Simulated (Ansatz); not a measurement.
The parent structure is GaAs in the zinc blende structure (space group F-43m, No. 216; a = 5.667 Å).

Levels (all Ansatz, a quantum-chemistry and plane-wave program, PAW): r2SCAN (500 eV, no spin-orbit coupling); HSE06 (420 eV, without spin-orbit coupling).

Its gap is 0.96 eV with r2SCAN and 1.36 eV with HSE06.

It is then changed as follows: P replaces 25.0 % of the As, ordered in a cell of 8 atoms (starting symmetry I-42m) and fully relaxed.

With r2SCAN the gap becomes 1.29 eV.

Question: If the HSE06 correction stayed the same, what would the HSE06 gap be, and what does the HSE06 run give?

Answer: A rigid correction of +0.40 eV gives 1.69 eV. The HSE06 run gives 1.69 eV, so the two effects roughly add.

Single points use the geometry relaxed with r2SCAN. These are small ordered cells, not random alloys; other orderings at the same x differ. Stability against distortions was not tested.
